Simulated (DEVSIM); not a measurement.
Structure: Schottky contact on n-type Si, at 300 K.

| layer (left to right) | material | thickness (μm) | Nd (cm⁻³) | τn (s) | τp (s) |
|---|---|---|---|---|---|
| 1 | Si | 5.30 | 2.7e15 | 0.0005 | 0.0005 |
| 2 | Si | 16.0 | 6.7e17 | 0.0005 | 0.0005 |

Left contact: Schottky, work function 4.95 eV, emission velocity 8.8e6 cm/s. Right contact: ohmic. Voltage is applied to the left contact. Recombination: SRH at mid-gap. Gap narrowing is on: ΔEg = 6.92 meV × (l + √(l² + 0.5)), l = ln(N/1.3e17 cm⁻³), shared equally by both band edges. Mobility is μmin + (μ − μmin)/(1 + (N/Nref)^α).

This is a model device: material constants are rounded textbook-type values typed into the input, and sizes, dopings and lifetimes were drawn at random. Values at 300 K.

```tsv
parameter	Si
gap (eV)	1.124
affinity (eV)	4.05
permittivity	11.7
Nc (cm⁻³)	2.86e19
Nv (cm⁻³)	3.1e19
μn (cm²/Vs)	1417
μp (cm²/Vs)	470
μn,min	52
μp,min	45
Nref,n	9.7e16
Nref,p	2.2e17
αn	0.68
αp	0.72
```

Model (solved in DEVSIM): 1D drift-diffusion, Boltzmann statistics, complete ionisation; no tunnelling, impact ionisation, image-force lowering or self-heating. Metal contacts follow the ideal Schottky-Mott rule: no Fermi-level pinning, no interface dipoles.

Problem. Tabulate band edges, carrier densities and field at -2.0 V on the left contact.

Solution. Energies count from the Fermi level of the right contact; mesh points crowd at the junctions.

```csv
x (μm),Ec (eV),Ev (eV),n (cm⁻³),p (cm⁻³),field (V/cm)
0.000,2.900,1.776,2800,5.4e15,-47000
0.03719,2.728,1.604,2900,7.0e12,-45000
0.1253,2.345,1.221,3100,2500000,-42000
0.3549,1.498,0.374,4100,< 1e2,-32000
1.251,0.243,-0.881,2.4e15,< 1e2,-430
3.050,0.240,-0.884,2.7e15,< 1e2,≈ 0
4.390,0.240,-0.884,2.7e15,< 1e2,≈ 0
5.046,0.237,-0.886,2.9e15,< 1e2,-290
5.215,0.218,-0.906,6.2e15,< 1e2,-3200
5.281,0.173,-0.951,3.6e16,< 1e2,-15000
5.308,0.102,-0.999,5.6e17,< 1e2,-9100
5.384,0.097,-1.003,6.7e17,< 1e2,≈ 0
5.553,0.097,-1.003,6.7e17,< 1e2,≈ 0
5.981,0.097,-1.003,6.7e17,< 1e2,≈ 0
7.668,0.097,-1.003,6.7e17,< 1e2,≈ 0
11.13,0.097,-1.003,6.7e17,160,≈ 0
16.97,0.097,-1.003,6.7e17,320,≈ 0
19.54,0.097,-1.003,6.7e17,390,≈ 0
20.82,0.097,-1.003,6.7e17,420,≈ 0
21.12,0.097,-1.003,6.7e17,430,≈ 0
21.24,0.097,-1.003,6.7e17,430,≈ 0
21.30,0.097,-1.003,6.7e17,430,≈ 0
```
